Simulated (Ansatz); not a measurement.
TbAu (within 0.1 Å of Cmcm, No. 63; cell taken from a computed entry), treated with r²SCAN (Ansatz, a program for electronic structure, PAW).

Run with plane-wave cutoff 500 eV, 16×12×10 k mesh (along the axes of the cell as run), Fermi–Dirac smearing 0.1 eV, spin-polarised start, scalar-relativistic PAW data made under PBE.

Computed at the level's own relaxed cell.

Q: Give the computed volume per atom.

A: 
- volume per atom = 24.16 Å³/atom

Note: the magnetic order was assumed, not searched for or taken from measurement; the 4f shell is treated without U or exact exchange, so its levels and filling can be wrong.

Spin–orbit coupling is not included; it can shift volumes and moduli of such heavy elements.

Static lattice: no zero-point or thermal effects.

It cost around 2.7 core-hours (rough) of CPU time.
